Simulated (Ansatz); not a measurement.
The parent structure is BP (space group P4_2/mnm, No. 136; a = 5.532 Å, c = 3.187 Å; a hypothetical phase, not in the database extracts checked).

Levels (all Ansatz, a first-principles code, PAW): PBEsol (420 eV, without spin-orbit coupling); r2SCAN (500 eV, without spin-orbit coupling).

The geometry is relaxed with PBEsol.

| Quantity | Value |
|---|---|
| PBEsol smallest direct gap | 1.22 eV |
| PBEsol band gap | 0.26 eV |
| PBEsol pressure | 0.00 GPa |

Question: What does r2SCAN give at this geometry for the smallest direct gap, band gap and pressure?

Answer: The smallest direct gap increases by 0.266 eV, from 1.22 eV to 1.48 eV; the band gap goes up by 0.25 eV, from 0.26 eV to 0.51 eV; the pressure goes from zero to 1.56 GPa.

Single points use the geometry relaxed with PBEsol. Their cutoffs differ, which shifts pressures a little. Stability against distortions was not tested. A zero or small gap of BP can be the functional's error rather than a property of the material.
